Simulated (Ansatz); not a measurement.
A relaxation of the atoms of CaZrTlF₇ (P1, 20 atoms in the cell) with Ansatz (an electronic-structure program).

Level of theory: PBEsol, default PAW files made with PBE (plane waves; Ansatz).

Input as run:

Ansatz 0.2 input:
```yaml
crystal:
  lattice:
    - [3.503765, -5.667760, 0.000000]
    - [3.503765, 5.667760, 0.000000]
    - [0.000000, 0.000000, 8.651000]
  atoms:
    - { symbol: Ca, position_ang: [3.546097, 2.163135, 6.490889] }
    - { symbol: Ca, position_ang: [3.468790, -2.137460, 2.136685] }
    - { symbol: Zr, position_ang: [3.500412, -2.172039, 6.490958] }
    - { symbol: Zr, position_ang: [3.498965, 2.193718, 2.177526] }
    - { symbol: Tl, position_ang: [0.003616, 0.040842, 4.361168] }
    - { symbol: Tl, position_ang: [0.014646, -0.015790, 0.010597] }
    - { symbol: F, position_ang: [5.539071, -1.564568, 6.428376] }
    - { symbol: F, position_ang: [1.470082, 1.587324, 2.168157] }
    - { symbol: F, position_ang: [5.522414, 1.577468, 2.190035] }
    - { symbol: F, position_ang: [1.444269, -1.587262, 6.496988] }
    - { symbol: F, position_ang: [3.499392, -2.284391, 4.420592] }
    - { symbol: F, position_ang: [3.509007, 2.274234, 4.189169] }
    - { symbol: F, position_ang: [3.506452, 2.260376, 0.087392] }
    - { symbol: F, position_ang: [3.525727, -2.292065, 8.534488] }
    - { symbol: F, position_ang: [3.488955, -0.127746, 6.485750] }
    - { symbol: F, position_ang: [3.511750, 0.112023, 2.184879] }
    - { symbol: F, position_ang: [1.243518, 1.703995, 6.500059] }
    - { symbol: F, position_ang: [5.782446, -1.714531, 2.172041] }
    - { symbol: F, position_ang: [1.228483, -1.731852, 2.139237] }
    - { symbol: F, position_ang: [5.763679, 1.714588, 6.519532] }
kpoints:
  mp_grid:
    grid: [4, 4, 3]
    shift: [0.5, 0.5, 0.5]
hamiltonian:
  xc: pbesol
  pseudopotentials:
    kind: paw
scf:
  occupations:
    method: fixed
relax:
  f_tol: 0.005
output:
  forces: true
  eigenvalues: true
  stress: true
```

Output, abridged:

```
   [... SCF lines of the steps left out ...]
relax step   1: F+E_penalty+E_count = -45671.62243696 eV  Δ(F+E_penalty+E_count) = +0.000e0 eV  max|allowed force component| = 7.282e-1 eV/Å  Δτ_max = 0.0000 Å  (7 SCF iters, dr2 threshold 6.25e-7 eV, accepted)
relax step   2: F+E_penalty+E_count = -45671.76470680 eV  Δ(F+E_penalty+E_count) = -1.423e-1 eV  max|allowed force component| = 3.970e-1 eV/Å  Δτ_max = 0.0931 Å  (5 SCF iters, dr2 threshold 3.31e-5 eV, accepted)
   [... lines left out ...]
relax step   7: F+E_penalty+E_count = -45671.87223210 eV  Δ(F+E_penalty+E_count) = -2.293e-2 eV  max|allowed force component| = 1.139e-1 eV/Å  Δτ_max = 0.1952 Å  (6 SCF iters, dr2 threshold 5.68e-5 eV, accepted)
relax step   8: F+E_penalty+E_count = -45671.87949717 eV  Δ(F+E_penalty+E_count) = -7.265e-3 eV  max|allowed force component| = 2.085e-2 eV/Å  Δτ_max = 0.0422 Å  (6 SCF iters, dr2 threshold 2.96e-6 eV, accepted)
relax step   9: F+E_penalty+E_count = -45671.87983308 eV  Δ(F+E_penalty+E_count) = -3.359e-4 eV  max|allowed force component| = 3.585e-3 eV/Å  Δτ_max = 0.0090 Å  (7 SCF iters, accepted)
Free energy (F): -45671.879833 eV
Internal energy: -45671.879833 eV  (E = F + TS)
E sigma→0 (E₀):  -45671.879833 eV
Fermi energy:    2.384053 eV
--- Forces (eV/Å), atoms counted from 1 ---
  atom   1  Ca     0.00016763     0.00315332    -0.00228166
  atom   2  Ca    -0.00025874    -0.00331600    -0.00133867
  atom   3  Zr     0.00023847    -0.00309827     0.00166665
  atom   4  Zr    -0.00016582     0.00358587     0.00250907
  atom   5  Tl     0.00083604    -0.00088652    -0.00006447
  atom   6  Tl    -0.00046295     0.00090458    -0.00017454
  atom   7  F     -0.00008837     0.00100244     0.00042255
  atom   8  F      0.00018001    -0.00110966     0.00041739
  atom   9  F     -0.00040935    -0.00084317    -0.00011639
  atom  10  F      0.00029085     0.00091045    -0.00016256
   [... lines left out ...]
    - { symbol: F, position: [0.02037918609639372, 0.32866186409771764, 0.7429422417321473] }
    - { symbol: F, position: [0.979626593505658, 0.6713627802557266, 0.24287442987222715] }
    - { symbol: F, position: [0.3290692596217673, 0.02075768075161899, 0.2426085066348156] }
    - { symbol: F, position: [0.6709554833444196, 0.9792496854750534, 0.7427704136014733] }
```

The run converged. 

Summary of the result:
| Item | Value |
|---|---|
| Free energy E − TS (on the zero of these files) | -45671.8798 eV |
| Top of the valence band (on the code's own zero) | 2.38 eV |
| Gap on the k-point mesh | 5.57 eV |
| Pressure | -1.98 GPa |
| Largest force (vector length) | 0.004 eV/Å |
| Relaxation steps | 9 |

The starting cell comes from a database of computed structures (which also holds hypothetical and non-ambient phases and stackings), without a prior relaxation at this level. For this run, on top of that: atoms moved at random. Spin-orbit coupling is off. Ansatz's pressure includes its estimate of the finite-basis (Pulay) stress. Without the estimate this run gives -2.51 GPa. The shifted mesh does not hold Γ, so a gap read on it misses any band edge there.

Cost on one core of a shared machine: roughly 10 min.
